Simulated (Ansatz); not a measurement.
Worked example: zone-centre phonon calculation of Ir₂C (P-3m1, 3 atoms in the cell) in Ansatz (a quantum-chemistry and plane-wave program).

Computed with PBE (plane waves, PAW; Ansatz).

```
Ir2C
1.0
    2.94887     0.00000     0.00000
   -1.47443     2.55380     0.00000
    0.00000     0.00000     4.75714
C Ir
1 2
Direct
  0.00000   0.00000   0.00000
  0.33333   0.66667   0.25200
  0.66667   0.33333   0.74800
```

Reference input (self-consistent single point, DFT, PBE, plane waves, default PAW files): basis.ecutwfc = 30.9 Ry; kpoints.mp_grid.grid = 9 9 5; hamiltonian.xc = pbe; hamiltonian.pseudopotentials = {kind: paw} (the program's default PAW files); scf.occupations.method = cold; scf.occupations.width = 0.0073 Ry. This run's input differs from it in these lines:

```diff
@@ -23,6 +23,4 @@
     width: 0.0073 Ry
-output:
-  forces: true
-  eigenvalues: true
-  stress: true
+phonons:
+  method: dfpt
```

Output, abridged:

```
SCF iter   1: F=—  HF=-24119.012246 eV  |F-HF|=—  |Δ(HF+E_count)|=         —  Δρ=7.73e-3  dr2=8.30e-3  ethr=1.77e-3  ⟨swp⟩=4.9  Hψ=9814  notcnv=0
all-band conjugate gradients solve this SCF's bands
preconditioner: auto → Kerker (q_TF=auto, 2.755 Å⁻¹)
SCF iter   2: F=—  HF=-24119.013230 eV  |F-HF|=—  |Δ(HF+E_count)|=   9.83e-4  S|Δr|=    0.00e0  Δρ=4.19e-3  dr2=2.52e-3  ethr=2.19e-5  ⟨swp⟩=2.1  Hψ=4262  notcnv=0
   [... lines left out ...]
SCF iter   6: F=—  HF=-24119.013633 eV  |F-HF|=—  |Δ(HF+E_count)|=  1.42e-10  S|Δr|=    0.00e0  Δρ=2.78e-6  dr2=2.66e-9  ethr=3.03e-10  ⟨swp⟩=2.1  Hψ=3784  notcnv=0
SCF iter   7: F=—  HF=-24119.013633 eV  |F-HF|=—  |Δ(HF+E_count)|=  1.42e-10  S|Δr|=    0.00e0  Δρ=5.60e-7  dr2=1.15e-10  ethr=7.00e-12  ⟨swp⟩=2.5  Hψ=4227  notcnv=0
SCF iter   8: F=-24119.013633 eV  HF=-24119.013633 eV  |F-HF|=3.64e-12  |Δ(HF+E_count)|=  3.64e-12  S|Δr|=    0.00e0  Δρ=1.31e-7  dr2=9.29e-12  ethr=1.00e-12  ⟨swp⟩=6.0  Hψ=11487  notcnv=0
SCF 1 converged in 8 iterations: F = -24119.013633 eV  dr2 = 9.29e-12
DFPT response loops at Γ: preconditioner auto → Kerker (q_TF=auto, 2.755 Å⁻¹) (partly filled bands, converged f_vac=0.000) …
Stability not checked (fill_not_monotonic)
Free energy (F): -24119.013633 eV
Internal energy: -24119.011557 eV  (E = F + TS)
E sigma→0 (E₀):  -24119.012941 eV
Entropy (-TS):   -0.002076 eV (-0.692 meV/atom)
Fermi energy:    22.469537 eV
   [... lines left out ...]
  ASR residual: 1.518e-5 → 0.000e0 eV/Å²; symmetrization residual: 4.193e-6 eV/Å²
  ASR residual per site (eV/Å²): 3.19e-6 1.52e-5 1.52e-5
  Γ frequencies (cm⁻¹): 0.00 0.00 0.00 49.85 49.85 189.75 346.52 346.52 476.25
  non-analytic LO–TO correction: not included (Born effective charges unavailable; polar crystals: no LO–TO splitting at Γ)
```

The run converged in 8 iterations. 

Summary of the result:
| Quantity | Result |
|---|---|
| Free energy E − TS (on the zero of these files) | -24119.0136 eV |
| Fermi level (on the code's own zero) | 22.47 eV |
| Zone-centre frequencies (cm⁻¹; negative means imaginary) | 0, 0, 0, 50, 50, 190, 347, 347, 476 |

The starting cell was generated: these elements placed on a structure prototype, without a prior relaxation; it need not be a known phase or ordering of this composition. Spin polarisation is off.

Cost on one core of a shared machine: roughly 50 s.

Keys are those of Ansatz 0.2.
